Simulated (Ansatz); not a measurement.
The reference is Re (space group R-3m, No. 166; a = 2.754 Å, c = 19.955 Å (hexagonal axes); a cell from a computed database, its experimental status unchecked).

Modification: a hydrostatic pressure of 0.7 GPa.

Levels (all Ansatz, a quantum-chemistry and plane-wave program, PAW): PBEsol (420 eV, no SOC); PBEsol+SOC (420 eV, spin-orbit coupling included).

The geometry is relaxed with PBEsol.

```
Property          Result
---------------  -------
PBEsol pressure  0.7 GPa
```

Problem. How does going to PBEsol+SOC change the pressure?

Solution. The pressure increases by 0.6 GPa (0.7 GPa → 1.3 GPa).

Single points use the geometry relaxed with PBEsol. The spin-orbit shifts are approximate. Load acts through the strain it causes; cell and atoms are relaxed under it. No phonon test of stability was made. The runs without spin-orbit coupling are not spin-polarised. This is not the structure that Re has at room temperature and ambient pressure.
